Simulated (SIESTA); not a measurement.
Input and output of a self-consistent single point for BiB (F-43m, 2 atoms in the cell) (SIESTA).

Method of the run: GGA PBE, numerical atomic orbitals DZP, PseudoDojo PBE standard norm-conserving potentials (rewritten from UPF to PSML) (SIESTA 5.4.2).

The change in words: lattice scaled by 1.015. Reference geometry:
```xyz
2
Lattice="0.0000 2.8041 2.8041 2.8041 0.0000 2.8041 2.8041 2.8041 0.0000" Properties=species:S:1:pos:R:3 pbc="T T T"
Bi     1.4020     1.4020     1.4020
B      0.0000     0.0000     0.0000
```

Reference input (self-consistent single point, DFT, GGA PBE, numerical atomic orbitals DZP, PseudoDojo PBE standard norm-conserving potentials (rewritten from UPF to PSML)): XC.functional = GGA; XC.authors = PBE; potentials = PseudoDojo PBE standard; PAO.BasisSize = DZP; PAO.EnergyShift = 0.005 Ry; MeshCutoff = 350 Ry; kgrid.MonkhorstPack = 8 8 8; OccupationFunction = FD; ElectronicTemperature = 100 meV; MaxSCFIterations = 150; SCF.Mixer.Method = Pulay; SCF.Mixer.Weight = 0.1. This run's input differs from it in these lines:

```diff
@@ -11,5 +11,5 @@
 %block LatticeVectors
-     0.000000000    2.804094000    2.804094000
-     2.804094000    0.000000000    2.804094000
-     2.804094000    2.804094000    0.000000000
+     0.000000000    2.846155000    2.846155000
+     2.846155000    0.000000000    2.846155000
+     2.846155000    2.846155000    0.000000000
 %endblock LatticeVectors
```

Output (repeated stretches shortened):

```
        iscf     Eharris(eV)        E_KS(eV)     FreeEng(eV)     dDmax    Ef(eV) dHmax(eV)
   scf:    1    -2299.405347    -2302.623343    -2302.626326  1.336550 -4.466023  3.381607
   scf:    2    -2303.498351    -2303.083266    -2303.086721  0.037740 -4.314774  2.607124
   scf:    3    -2303.813429    -2303.613118    -2303.617362  0.112002 -3.951663  0.397815
   scf:    4    -2303.614036    -2303.614373    -2303.618569  0.015760 -3.947716  0.164055
   scf:    5    -2303.616779    -2303.617087    -2303.621208  0.013668 -3.989154  0.086523
   scf:    6    -2303.617647    -2303.617460    -2303.621567  0.004077 -3.965050  0.004705
   scf:    7    -2303.617452    -2303.617459    -2303.621565  0.000541 -3.962228  0.007245
   scf:    8    -2303.617469    -2303.617465    -2303.621568  0.000276 -3.964071  0.000038
mix: Pulay -- inversion failed, > SVD [rank/size] 5 / 7
   scf:    9    -2303.617465    -2303.617465    -2303.621568  0.000003 -3.964089  0.000069
SCF Convergence by DM+H criterion
max |DM_out - DM_in|         :     0.0000031650
max |H_out - H_in|      (eV) :     0.0000690470
SCF cycle converged after 9 iterations

Using DM_out to compute the final energy and forces

siesta: E_KS(eV) =            -2303.6175

siesta: E_KS - E_eggbox =     -2303.6175

siesta: Atomic forces (eV/Ang):
     1   -0.000065   -0.000065   -0.000065
     2    0.000065    0.000065    0.000065
   Tot   -0.000000   -0.000000   -0.000000
   Max    0.000065
   Res    0.000065    sqrt( Sum f_i^2 / 3N )
   Max    0.000065    constrained

Stress tensor Voigt[x,y,z,yz,xz,xy] (kbar):       45.47       45.47       45.47       -0.08       -0.08       -0.08
(Free)E + p*V (eV/cell)    -2304.9302
Target enthalpy (eV/cell)    -2303.6216

siesta: Program's energy decomposition (eV):
siesta: FreeEng =     -2303.621568

   [... lines left out ...]
siesta: Cell volume =         46.111117 Ang**3
siesta:         -45.46933416        -45.46613205  kBar
   [... lines left out ...]
               2s      2s      2py     2pz     2px     2py     2pz     2px
               3Pdxy   3Pdyz   3Pdz2   3Pdxz   3Pdx2-y2
   2  3.166   1.050   0.148   0.139   0.139   0.139   0.463   0.463   0.463
              0.037   0.037   0.025   0.037   0.025

mulliken: Qtot =       18.000

Mulliken Atomic Populations:
Atom #   charge [q] valence [e]  Species
     1     0.166059   14.833941  Bi
     2    -0.166059    3.166059  B
 Total    -0.000000
```

The run converged in 9 iterations. Against the reference run the free energy rises by 20.9 meV/atom and the pressure goes from -2.00 to -4.55 GPa.

The starting cell was generated: these elements placed on a structure prototype, without a prior relaxation; it need not be a known phase or ordering of this composition. For this run, on top of that: lattice scaled by 1.015. Values carry the incompleteness of an atom-centred basis.
